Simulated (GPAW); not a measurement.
Band structure of FeCl₄ (Cmmm, 5 atoms in the cell).

```yaml
crystal:
  lattice:
    - [3.83695, -4.60143, 0.00000]
    - [3.83695, 4.60143, 0.00000]
    - [0.00000, 0.00000, 3.49635]
  atoms:
    - { symbol: Fe, position: [0.50000, 0.50000, 0.50000], spin: 4.0 }
    - { symbol: Cl, position: [0.73274, 0.26726, 0.50000] }
    - { symbol: Cl, position: [0.26726, 0.73274, 0.50000] }
    - { symbol: Cl, position: [0.28356, 0.28356, 0.00000] }
    - { symbol: Cl, position: [0.71644, 0.71644, 0.00000] }
```
(The spins are starting values, not results.)

Method of the run: PBEsol, GPAW PAW datasets PBEsol (made by gpaw-setup) (plane waves; GPAW).

Settings: spinpol = true; mode = pw; ecut = 800 eV; xc = PBEsol; kpts = 3 3 5; mesh shift (steps) = 0 0 0; occupations.name = fermi-dirac; occupations.width = 0.05 eV; nbands = -9; convergence.density = 1e-05 e/electron; convergence.energy = 1e-05 eV/electron; symmetry.symmorphic = false; symmetry.tolerance = 0.0005; maxiter = 150.

The starting cell comes from a database of computed structures (which also holds hypothetical and non-ambient phases and stackings), without a prior relaxation at this level. With one magnetic atom in the cell only a parallel order is possible.

Levels in eV from the Fermi level, bands 17 to 24 of the first spin channel:
```json
[
 {"point": "Γ", "17": "-0.45", "18": "-0.31", "19": "-0.27", "20": "0.10", "21": "0.95", "22": "5.84", "23": "7.04", "24": "7.47"},
 {"point": "X", "17": "-0.65", "18": "-0.61", "19": "-0.38", "20": "0.09", "21": "0.18", "22": "7.76", "23": "7.90", "24": "8.92"},
 {"point": "S", "17": "-0.60", "18": "-0.53", "19": "-0.38", "20": "0.12", "21": "0.70", "22": "7.19", "23": "7.25", "24": "8.59"},
 {"point": "R", "17": "-1.13", "18": "-0.95", "19": "-0.80", "20": "-0.14", "21": "0.67", "22": "7.41", "23": "8.20", "24": "8.83"},
 {"point": "A", "17": "-1.18", "18": "-0.60", "19": "-0.47", "20": "-0.09", "21": "0.90", "22": "6.38", "23": "7.55", "24": "8.23"},
 {"point": "Z", "17": "-1.26", "18": "-1.02", "19": "-0.96", "20": "-0.08", "21": "0.26", "22": "8.09", "23": "8.90", "24": "9.95"},
 {"point": "Y", "17": "-0.67", "18": "-0.61", "19": "-0.39", "20": "0.09", "21": "0.11", "22": "7.85", "23": "7.98", "24": "8.81"},
 {"point": "X1", "17": "-0.65", "18": "-0.61", "19": "-0.38", "20": "0.09", "21": "0.18", "22": "7.76", "23": "7.90", "24": "8.92"},
 {"point": "A1", "17": "-1.18", "18": "-0.60", "19": "-0.47", "20": "-0.09", "21": "0.90", "22": "6.38", "23": "7.55", "24": "8.23"},
 {"point": "T", "17": "-1.18", "18": "-0.55", "19": "-0.44", "20": "-0.06", "21": "0.93", "22": "6.29", "23": "7.40", "24": "8.11"}
]
```

Bands cross the Fermi level along this path, so the cell is metallic at this level.

The net moment of the cell came out as 3.62 μB.
